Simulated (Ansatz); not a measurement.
Consider Sr in the fcc (Cu type) structure (space group Fm-3m, No. 225; a = 5.9225 Å).

The values are results of PBEsol (Ansatz, a quantum-chemistry and plane-wave program), scalar-relativistic without spin-orbit coupling, not measurements.

Before the change:

| Property | Result |
|---|---|
| Volume per atom | 51.93 Å³ |

Perturbation: Cs takes the place of Sr on all its sites, then cell and atoms are relaxed.

Question: Predict the new volume per atom.

Answer: The volume per atom grows by 56.86 Å³ to 108.79 Å³.

Whether these cells are dynamically stable was not tested. All final runs are without spin polarisation. This is not the structure that Cs has at room temperature and ambient pressure.
